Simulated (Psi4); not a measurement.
Psi4 1.11, HF/def2-svp: Mo(NMe)(S)(OH)(OSiH3) (C[N]=[Mo]([OH])(=[S])[O][SiH3]), 14 atoms. The geometry is a generated start, not checked to be a minimum at this level.

- task = energy
- method = scf
- basis = def2-svp
- memory = 3 GB
- maxiter = 100
- keys of the molecule block = symmetry c1
- scf_type = df (default)
- guess = auto, which took SAD (default)
- scf_initial_accelerator = adiis (default)
- e_convergence = 1e-06 (default)
- d_convergence = 1e-06 (default)
- effective core potentials = those of the basis set, past Kr
- basis functions = 158

```xyz
14

Mo    -0.6110     0.7747     0.4756
N     -1.1122    -0.6626    -0.3509
C     -1.6318    -1.8809    -0.8347
H     -2.1973    -1.7295    -1.7624
H     -0.8240    -2.5943    -1.0343
H     -2.3057    -2.3200    -0.0845
S     -0.8935     0.3962     2.5824
O     -1.6483     2.1725     0.1181
H     -2.3726     2.7707    -0.0895
O      1.1945     0.8461     0.2904
Si     2.7889     0.6008     0.1956
H      3.3902     1.1787     1.4059
H      3.2457     1.3052    -1.0161
H      2.9771    -0.8576     0.1043
```

Charge 0 and multiplicity 1 are set for this test and not shown to be the ground state.

One run each on 2 threads. Values of diis_max_vecs tried: 3, 6, 10 (default), 20.

Problem. Predict the course of the SCF iterations along this series.

Solution. Fewest SCF iterations, within one of each other: 6 with 15, 10 (default) with 14, 20 with 14. The count rises to 26 at 3. All converge to one solution.

```
diis_max_vecs  SCF iterations            end
-------------  --------------  -------------
3                          26  same solution
6                          15  same solution
10 (default)               14  same solution
20                         14  same solution
```
